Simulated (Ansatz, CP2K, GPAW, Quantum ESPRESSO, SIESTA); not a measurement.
Ni3Pb2Se2 (R-3m, 7 atoms in the cell) computed with different codes at matched settings

Self-consistent single point, at a second geometry (lattice scaled by 0.98). First geometry:

```
CELL_PARAMETERS angstrom
      2.85635     1.64911     4.84348
     -2.85635     1.64911     4.84348
      0.00000    -3.29823     4.84348
ATOMIC_POSITIONS crystal
  Ni 0.00000 0.00000 0.50000
  Ni 0.50000 0.00000 0.00000
  Ni 0.00000 0.50000 0.00000
  Pb 0.00000 0.00000 0.00000
  Pb 0.50000 0.50000 0.50000
  Se 0.72264 0.72264 0.72264
  Se 0.27736 0.27736 0.27736
```

Shared settings, as Ansatz (an electronic-structure program) writes them: kpoints.mp_grid.grid = 4 4 4; scf.occupations.method = gaussian; scf.occupations.width = 0.1 eV. Potentials and cutoffs stand in the table.

```
code                                                                                                                                      model  ΔF from the first geometry (meV/atom)  pressure (GPa)  largest force (eV/Å)       cutoff
----------------  -----------------------------------------------------------------------------------------------------------------------------  -------------------------------------  --------------  --------------------  -----------
Ansatz                                                                                                          PBEsol, PAW files made with PBE                                  -16.8            0.39                 0.491      default
SIESTA            GGA PBEsol, numerical atomic orbitals DZP, PseudoDojo PBEsol standard norm-conserving potentials (rewritten from UPF to PSML)                                    0.0            3.08                 1.548  grid 400 Ry
GPAW                                                                                      PBEsol, GPAW PAW datasets PBEsol (made by gpaw-setup)                                  -14.5            0.83                 0.650       850 eV
CP2K                                                                 PBEsol, GPW, DZVP-MOLOPT-PBE-GTH basis, GTH-PBE potentials (POTENTIAL_UZH)                                    7.2            4.16                 0.786  grid 600 Ry
Quantum ESPRESSO                                                                                   PBEsol, PSlibrary PAW (PBE) pseudopotentials                                  -12.5            0.49                 0.671        55 Ry
```

For Quantum ESPRESSO (by 0.6 GPa) the energy change implies a higher mean pressure, against the two pressures, than for the other programs: a sign of finite-basis (Pulay) stress.

On Ansatz's run: spin-orbit coupling is off. Spin polarisation is off, so a magnetic state, if there is one, cannot be reached.

The spread over the programs that give each value: ΔF from the first geometry within 24.0 meV/atom; pressure within 3.77 GPa; largest force within 1.057 eV/Å.

SIESTA and CP2K use small atom-centred bases, whose incompleteness enters pressures, forces and empty levels differently from a plane-wave cutoff. Ansatz's pressure is given at a fixed set of plane waves, as the other plane-wave codes print theirs; with its correction for the finite basis it is 0.43 GPa. In the pressure, SIESTA (by 2.59) and CP2K (by 3.67) lie more than 1 GPa from the median of the plane-wave programs. In the force vectors, Ansatz (by 0.159), SIESTA (by 0.898) and CP2K (by 0.136) lie more than 0.08 eV/Å from the median of the plane-wave programs.

The starting cell comes from a database of computed structures (which also holds hypothetical and non-ambient phases and stackings), without a prior relaxation at this level. For this run, on top of that: lattice scaled by 0.98.

Left out of this page: Elk (not drawn, or without a comparable value); FLEUR (with a known weakness of the program).

Keys are those of Ansatz 0.2.
